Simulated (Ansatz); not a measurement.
We consider GaP (model structure, started from the WC type, P-6m2, No. 187, 2 atoms in the cell), described by r²SCAN (Ansatz, an electronic-structure program, plane waves, PAW).

Numerical settings: plane-wave cutoff 560 eV, 18×18×18 k mesh, Fermi–Dirac smearing 0.05 eV, scalar-relativistic PAW data made under PBE.

Cell (relaxed at this level):

```xyz
2
Lattice="3.6024 0.0000 0.0000 -1.8012 3.1198 0.0000 0.0000 0.0000 3.1078" Properties=species:S:1:pos:R:3 pbc="T T T"
Ga     0.0000     0.0000     0.0000
P      1.8012     1.0399     1.5539
```

Task: Give the computed bulk modulus.

Result: 
bulk modulus: 81.9 GPa

The run finds no gap.

Note: the bulk modulus is −V dP/dV from two relaxed cells at ±2 % in volume; the relaxation could raise the start's symmetry but not lower it, so the cell can be a saddle point.

Computed values are for the static lattice.

The result took about 7 core-minutes (a rough figure).

A model structure was made by putting elements into a prototype or built by hand; it is no filed structure, need not be a known phase, and can be a saddle point held by its symmetry.
